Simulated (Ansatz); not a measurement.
Base system: PbSe in the rock salt structure (space group Fm-3m, No. 225; a = 6.1777 Å).

Calculations: DFT with r2SCAN, PAW potentials and a 500 eV plane-wave cutoff in Ansatz (an electronic-structure program), no SOC, earlier PAW set.

Before the change:

| Item | Value |
|---|---|
| Pressure | -0.01 GPa |
| Valley order | L along ⟨111⟩ 0.67 eV; a point along ⟨110⟩, about 0.6 Å⁻¹ from Γ 1.47 eV; a point along ⟨100⟩, about 0.4 Å⁻¹ from Γ 2.20 eV |

It is then changed as follows: the cell is scaled by 1.0069 in all directions, atoms relaxed at fixed cell.

Question: What happens to the pressure?

Answer: The pressure falls by 1.01 GPa to -1.02 GPa.

Question: How does this affect the mean gap deformation potential ΔEg/Δln V?

Answer: The mean gap deformation potential ΔEg/Δln V is +3.1 eV.

Question: Estimate the effect on the valley order.

Answer: The valley order (the lowest conduction-band minima on the path, energy above the VBM, named in the base's zone) goes from L along ⟨111⟩ 0.67 eV; a point along ⟨110⟩, about 0.6 Å⁻¹ from Γ 1.47 eV; a point along ⟨100⟩, about 0.4 Å⁻¹ from Γ 2.20 eV to L along ⟨111⟩ 0.74 eV; a point along ⟨110⟩, about 0.6 Å⁻¹ from Γ 1.51 eV; a point along ⟨100⟩, about 0.4 Å⁻¹ from Γ 2.23 eV.

With Pb present, leaving out spin-orbit coupling can change the band edges. The cells carry an imposed strain or load. Whether these cells are dynamically stable was not tested.
